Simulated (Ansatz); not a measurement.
The starting structures come from a database of crystals and need not be the phases stable at ambient conditions.

By PBEsol, the system below comes out a metal.

```
LaRh3B2
1.0
    3.15612     0.00000     0.00000
    0.00000     5.47620     0.00000
    0.00000    -2.73810     4.74253
La B Rh
1 2 3
Direct
  0.00000   0.00000   0.00000
  0.00000   0.66667   0.33333
  0.00000   0.33333   0.66667
  0.50000   0.00000   0.50000
  0.50000   0.50000   0.50000
  0.50000   0.50000   0.00000
```

Space group of this cell: P6/mmm. The cell is taken as given; by PBEsol its mean pressure is -4.7 GPa.

The current flows along the normal of the first two printed cell vectors, the (100) plane of the conventional cell. No spin-orbit coupling; the value is a mean over 0.1 eV about the Fermi level.

Question: Compute, with PBEsol in Ansatz (a program for electronic structure), the ballistic conductance per area.

Answer: 0.41 × 10¹⁵ S/m² for both spins.
